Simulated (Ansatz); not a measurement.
Here is the system:

```
BN
1.0
    2.48954     0.00000     0.00000
    1.24477     2.15601     0.00000
    1.24477    -0.71867     2.07298
B N
1 1
Direct
  0.99951   0.00025   0.00074
  0.50049   0.24975   0.74926
```

No spin polarisation.

Calculations: LDA in Ansatz (plane waves to 420 eV, PAW, no SOC). Settings: 16×16×16 k-points, 0.05 eV Fermi–Dirac smearing.

### Question
What gap character does the calculation give?

### Answer
Indirect, Γ → F.

### Question
Predict the band gap.

### Answer
4.37 eV.

The cells carry an imposed strain or load. Stability against distortions was not tested. The cell was made from BN in the zinc blende structure (space group F-43m, No. 216) by this change: biaxial strain −1.67 %, plane normal [111], relaxed out of plane.

Ansatz is an electronic-structure program.
